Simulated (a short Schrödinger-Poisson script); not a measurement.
Stack: MOS inversion layer, SiO2 on p-type Ge(111), at 400 K.

| layer | material | thickness (nm) | Na (cm⁻³) |
|---|---|---|---|
| 1 | SiO2 | 2 | - |
| 2 | Ge | 1800 | 5.3e16 |

Constants are typed, rounded textbook-type inputs, not results; the design itself was drawn at random and stands for no fabricated device. SiO2: permittivity 3.9, conduction-band edge (eV) 3.1, gap (eV) 9, electron mass (mₑ) 0.5. Ge: permittivity 16, conduction-band edge (eV) 0, gap (eV) 0.664, Nv at 300 K (cm⁻³) 6e18.

Channel valleys (confinement mass, in-plane density-of-states mass, number): L1 1.59, 0.08, 1; L3 0.09, 0.34, 3. At the gate the conduction-band edge of layer 1 lies 3.44 eV − eVg above the Fermi level of the channel; the field vanishes at the back. Gaps are held at their typed values at every temperature. Mesh 0.03 nm at interfaces.

From a short Schrödinger-Poisson script (our own, NumPy): 1D Poisson equation in equilibrium, electrons classical, Fermi-Dirac, parabolic valleys, classical holes, full ionisation, no traps, pinning or gate leakage.

The same stack at other levels of the model or other numerical settings:

```json
[
 {"run": "base", "sheet density of all electrons at Vg = 1.9 V (cm⁻²)": "1.42e13", "sheet density of all electrons at Vg = 0.7 V (cm⁻²)": "3.09e12", "capacitance at Vg = 1.9 V (μF/cm²)": "1.54", "centroid of the channel electrons at Vg = 1.9 V (nm)": "1.69", "rough cost against the base": "about 1"},
 {"run": "electrons treated as classical, Boltzmann", "sheet density of all electrons at Vg = 1.9 V (cm⁻²)": "1.50e13", "sheet density of all electrons at Vg = 0.7 V (cm⁻²)": "3.16e12", "capacitance at Vg = 1.9 V (μF/cm²)": "1.64", "centroid of the channel electrons at Vg = 1.9 V (nm)": "?", "rough cost against the base": "0.2"},
 {"run": "electrons treated as quantum, Hartree", "sheet density of all electrons at Vg = 1.9 V (cm⁻²)": "1.27e13", "sheet density of all electrons at Vg = 0.7 V (cm⁻²)": "?", "capacitance at Vg = 1.9 V (μF/cm²)": "1.42", "centroid of the channel electrons at Vg = 1.9 V (nm)": "?", "rough cost against the base": "5"},
 {"run": "mesh six times as coarse", "sheet density of all electrons at Vg = 1.9 V (cm⁻²)": "1.41e13", "sheet density of all electrons at Vg = 0.7 V (cm⁻²)": "3.06e12", "capacitance at Vg = 1.9 V (μF/cm²)": "1.52", "centroid of the channel electrons at Vg = 1.9 V (nm)": "1.78", "rough cost against the base": "0.2"}
]
```

Q: Some entries are withheld; supply them.

A: 
- electrons treated as quantum, Hartree, sheet density of all electrons at Vg = 0.7 V (cm⁻²): 2.59e12
- electrons treated as classical, Boltzmann, centroid of the channel electrons at Vg = 1.9 V (nm): 1.24
- electrons treated as quantum, Hartree, centroid of the channel electrons at Vg = 1.9 V (nm): 2.80

The classical rows ignore confinement, and Boltzmann statistics overrate the density once the band edge passes the Fermi level.

Only the L valleys are kept; under strong confinement the Δ valleys of Ge fill too.
